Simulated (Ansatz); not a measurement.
Start from CuBiTeO (space group P4/nmm, No. 129; a = 3.997 Å, c = 9.524 Å; a cell from a computed database, its experimental status unchecked). Axes: x, y, z lie along a, b, c of the conventional cell.

Computed with plane-wave PAW DFT at the PBEsol level (Ansatz, a first-principles code, 420 eV), no spin-orbit coupling.

For the base:

The pressure is 0.0 GPa and the shortest interatomic distance comes out as 2.343 Å. The band gap is zero.

Perturbation: the cell is stretched by 2.25 % along y with no lateral relaxation; the atoms relax in the strained cell.

Question: What happens to the pressure, energy relative to the base, largest internal atomic displacement, shortest interatomic distance and band gap?

Answer: The pressure (mean of the normal stresses, compression positive) goes from zero to -1.7 GPa; the energy grows by 3.9 meV/atom; the largest internal atomic displacement is 0.017 Å; the shortest interatomic distance is still 2.343 Å; the band gap stays zero.

With Bi and Te present, leaving out spin-orbit coupling can change the band edges. No phonon test of stability was made. No Hubbard U is applied and the magnetic state is the run's own (CuBiTeO not spin-polarised); other magnetic orders, which need larger cells, were not tried and can change the gap. The final runs are not spin-polarised. The zero or small gap of CuBiTeO can change with the level of theory.
